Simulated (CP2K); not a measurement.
A self-consistent single point of WS2 (P-6m2, 3 atoms in the cell) with CP2K.

Method: LDA (Pade form), GPW, DZVP-MOLOPT-SR-GTH basis, GTH-PADE potentials (GTH_POTENTIALS) run with CP2K.

The change in words: lattice scaled by 0.98. Reference geometry:
```
WS2
1.0
    3.15391     0.00000     0.00000
   -1.57696     2.73137     0.00000
    0.00000     0.00000    16.79294
W S
1 2
Direct
  0.00000   0.00000   0.00000
  0.33333   0.66667   0.90800
  0.33333   0.66667   0.09200
```

Reference input (self-consistent single point, DFT LDA (Pade form), GPW, DZVP-MOLOPT-SR-GTH basis, GTH-PADE potentials (GTH_POTENTIALS)): CUTOFF = 500 Ry; REL_CUTOFF = 60 Ry; KPOINTS/SCHEME = MONKHORST-PACK 6 6 1; GAMMA_CENTERED = T; XC_FUNCTIONAL = PADE; W/BASIS_SET = DZVP-MOLOPT-SR-GTH-q14; W/POTENTIAL = GTH-PADE-q14; S/BASIS_SET = DZVP-MOLOPT-SR-GTH-q6; S/POTENTIAL = GTH-PADE-q6; METHOD = GPW; EPS_DEFAULT = 1e-10; NGRIDS = 5. This run's input differs from it in these lines:

```diff
@@ -59,5 +59,5 @@
     &CELL
-      A 3.15391300 0.00000000 0.00000000
-      B -1.57695700 2.73136900 0.00000000
-      C 0.00000000 0.00000000 16.79294000
+      A 3.09083500 0.00000000 0.00000000
+      B -1.54541800 2.67674200 0.00000000
+      C 0.00000000 0.00000000 16.45708100
       PERIODIC XYZ
```

The program printed (abridged):

```
 SCF WAVEFUNCTION OPTIMIZATION

  Step     Update method      Time    Convergence         Total energy    Change
     1 NoMix/Diag. 0.20E+00      -     0.71190732       -89.4669583903 -8.95E+01
     2 Broy./Diag. 0.20E+00      -     0.03011054       -88.6555335663  8.11E-01
     3 Broy./Diag. 0.20E+00      -     0.03660522       -88.7191983210 -6.37E-02
     4 Broy./Diag. 0.20E+00      -     0.01858144       -88.7769015022 -5.77E-02
     5 Broy./Diag. 0.20E+00      -     0.00435161       -88.8605477882 -8.36E-02
     6 Broy./Diag. 0.20E+00      -     0.00500098       -88.8516988128  8.85E-03
   [... 8 lines left out ...]
    15 Broy./Diag. 0.20E+00      -     0.00001429       -88.8383204851 -2.08E-05
    16 Broy./Diag. 0.20E+00      -     0.00000179       -88.8383196732  8.12E-07
    17 Broy./Diag. 0.20E+00      -     0.00000180       -88.8383124599  7.21E-06
    18 Broy./Diag. 0.20E+00      -     0.00000032       -88.8383092678  3.19E-06
  *** SCF run converged in    18 steps ***

  Overlap energy of the core charge distribution:               0.00000001158092
  Self energy of the core charge distribution:               -150.74906861990314
  Core Hamiltonian energy:                                     33.85682067333748
  Hartree energy:                                              40.33079498184912
  Exchange-correlation energy:                                -12.27685631463916

  Total energy:                                               -88.83830926777480

 ENERGY| Total FORCE_EVAL ( QS ) energy [hartree]            -88.838312454549268

 FORCES| Atomic forces [hartree/bohr]
 FORCES|   Atom     x               y               z               |f|
 FORCES|      1 -7.19517276E-07  5.39526847E-07 -5.44890665E-07   1.05152278E-06
   [... lines left out ...]

 STRESS| Analytical stress tensor [bar]
 STRESS|                        x                   y                   z
 STRESS|      x        3.71765678152E+03  -1.19990254812E-01  -1.56323025681E-06
 STRESS|      y       -1.19990254812E-01   3.71728905706E+03  -1.26636396429E-02
 STRESS|      z       -1.56323025681E-06  -1.26636396429E-02   4.17049890388E+04
 STRESS| 1/3 Trace                                             1.63799782925E+04
```

The run converged in 18 iterations. Against the reference run the free energy drops by 6.4 meV/atom, the pressure goes from -2.12 to 1.64 GPa, the largest force goes from 0.016 to 1.170 eV/Å and the gap on the mesh goes from 1.816 to 1.984 eV.

The starting cell comes from a database of computed structures (which also holds hypothetical and non-ambient phases and stackings), without a prior relaxation at this level. Its lattice was rescaled by a random factor within 2.5 % of one. For this run, on top of that: lattice scaled by 0.98. Spin-orbit coupling is off. Values carry the incompleteness of an atom-centred basis. Forces in this geometry exceed 1 eV/Å.

Cost on one core of a shared machine: roughly 40 s.
